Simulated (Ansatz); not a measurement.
The starting structures come from a database of crystals and need not be the phases stable at ambient conditions.

 Where the default PAW files enter, the runs use the earlier of Ansatz's two default sets.

Here is the system:

```xyz
6
Lattice="5.8388 0.0000 0.0000 -2.9194 5.5608 0.3386 2.9194 2.1756 5.1288" Properties=species:S:1:pos:R:3 pbc="T T T"
Si     1.4597     0.0000     0.0000
Si     4.3791     0.0000     0.0000
Se     0.0000     3.8297     0.7141
Se     5.8388     3.9068     4.7533
Se     2.9194     5.7849     2.0958
Se     2.9194     1.9516     3.3716
```

Space group of this cell: Ibam. The cell was relaxed by PBE-D3(BJ).

Transport runs along the normal of the first two printed cell vectors.

The gap is the functional's own. No spin-orbit coupling. Mid-gap values are interpolated on the energy grid.

Task: State the band gap and the smallest decay constant κ at mid-gap according to PBEsol (Ansatz, a first-principles code).

Result: Gap 1.45 eV on a 8×8×8 mesh; κ = 0.211 1/Å, at the zone centre.
